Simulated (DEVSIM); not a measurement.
Structure: illuminated Si n-on-p cell, one wavelength, at 300 K.

Layer 1 from the left is Si, thickness (μm) 0.0570, Nd (cm⁻³) 1.5e18, τn (s) 3.8e-9, τp (s) 1.9e-7, absorption coefficient (cm⁻¹) 56000. Layer 2 from the left is Si, thickness (μm) 66.0, Na (cm⁻³) 9.4e15, τn (s) 2.1e-7, τp (s) 2.1e-7, absorption coefficient (cm⁻¹) 56000.

Left contact: ohmic, minority hole recombination velocity 200 cm/s. Right contact: ohmic, minority electron recombination velocity 80 cm/s. Voltage is applied to the left contact. Recombination: SRH at mid-gap, radiative, Auger. Light enters at the left, 5.2e16 photons cm⁻² s⁻¹, one pass, no reflection. Mobility is constant in doping.

Constants are typed, rounded textbook-type inputs, not results; the design itself was drawn at random and stands for no fabricated device. Values at 300 K.

Si: gap (eV) 1.124, affinity (eV) 4.05, permittivity 11.7, Nc (cm⁻³) 2.86e19, Nv (cm⁻³) 3.1e19, μn (cm²/Vs) 1417, μp (cm²/Vs) 470, B (cm³/s) 4.7e-15, Cn (cm⁶/s) 2.8e-31, Cp (cm⁶/s) 9.9e-32.

Model (solved in DEVSIM): 1D drift-diffusion, Boltzmann statistics, complete ionisation; no tunnelling, impact ionisation, image-force lowering or self-heating.

### Question
What does the simulation give for the largest field in the device at zero bias, the short-circuit current, the share of generated pairs collected at short circuit?

### Answer
largest field in the device at zero bias 77000 V/cm; short-circuit current 8.30 mA/cm²; share of generated pairs collected at short circuit 0.996.
